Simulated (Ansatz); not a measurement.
System: L1₀ (CuAu-type) TiAl. Method: rVV10 (plane waves, PAW; Ansatz, a quantum-chemistry and plane-wave program).

Input:

Ansatz 0.2 input:
```yaml
crystal:
  lattice:
    - [2.8398164063, 0.0, 0.0]
    - [0.0, 2.8398164063, 0.0]
    - [0.0, 0.0, 4.0919120095]
  atoms:
    - { symbol: Ti, position: [0.0, 0.0, 0.0] }
    - { symbol: Al, position: [0.5, 0.5, 0.5] }
basis:
  ecutwfc: 520
  ecutrho_ratio: 4
  xc_grid: 2
kpoints:
  mp_grid: { grid: [20, 20, 14] }
hamiltonian:
  xc: { exchange: rpw86, correlation: pbe }
  dispersion: rvv10
  pseudopotentials: { kind: paw }
scf:
  occupations: { method: fermi_dirac, width: 0.05 }
output:
  forces: true
  stress: true
  eigenvalues: true
relax:
  f_tol: 0.004
  escape_saddle: false
  max_steps: 80
  cell: { stress_tol: 0.02, fix: [volume] }
```

Output (set-up and result lines):

```
Relaxation: its limit of steps is 80 (relax.max_steps)
Crystal: 2 atoms, lattice volume = 32.999 Å³
Basis set: ecut = 520 eV, 895 PW (Γ), exchange–correlation on 48×48×64 points (8 copies of the dense FFT grid, shifted against one another)
Bands: 12, of which v1, the nominal top of the filled ones, is band 8 counted from 1 (7 counted from 0)
Symmetry: 16 space group operations
Space group: P4/mmm (ITA 123), of the structure as read, at distance tolerance 3.2e-5 Å
k-points: 528 of 5600
Functional: x = rpw86, c = pbe(β = 0.06672455060314922) + rvv10(b = 6.3, C = 0.0093)
SCF iter   1: F=—  HF=-3066.854316 eV  |F-HF|=—  |Δ(HF+E_count)|=         —  Δρ=3.26e-3  dr2=1.26e-3
SCF iter   2: F=—  HF=-3066.854252 eV  |F-HF|=—  |Δ(HF+E_count)|=   6.43e-5  Δρ=1.85e-3  dr2=4.95e-4
  ...
SCF 1 converged in 6 iterations: F = -3066.854315 eV  dr2 = 9.19e-11
Crystal: 2 atoms, lattice volume = 32.999 Å³
Initial density: handed on by an earlier stage of this run
SCF iter   7: F=-3066.854315 eV  HF=-3066.854315 eV  |F-HF|=0.00e0  |Δ(HF+E_count)|=    0.00e0  Δρ=3.80e-10  dr2=7.76e-17
SCF iter   8: F=-3066.854315 eV  HF=-3066.854315 eV  |F-HF|=4.55e-13  |Δ(HF+E_count)|=  1.82e-12  Δρ=4.65e-11  dr2=1.34e-18
SCF 2 converged in 8 iterations: F = -3066.854315 eV  dr2 = 1.34e-18
SCF converged after 8 iterations
Free energy (F): -3066.854315 eV
Internal energy: -3066.839228 eV  (E = F + TS)
E sigma→0 (E₀):  -3066.846772 eV
Fermi energy:    10.756277 eV
--- Forces (eV/Å), atoms counted from 1 ---
  atom   1  Ti    -0.00000000     0.00000000     0.00000000
  atom   2  Al     0.00000000     0.00000000     0.00000000
--- Stress (GPa, compression-positive) ---
       -2.228232       0.000000       0.000000
        0.000000      -2.228232       0.000000
        0.000000       0.000000      -2.198356
  P = ⅓ Tr σ = -2.2183 GPa (-22.183 kbar)
```

The cell is one volume of an energy–volume scan, off the minimum.

The PAW data were made under PBE.

The result took roughly 29 core-seconds.
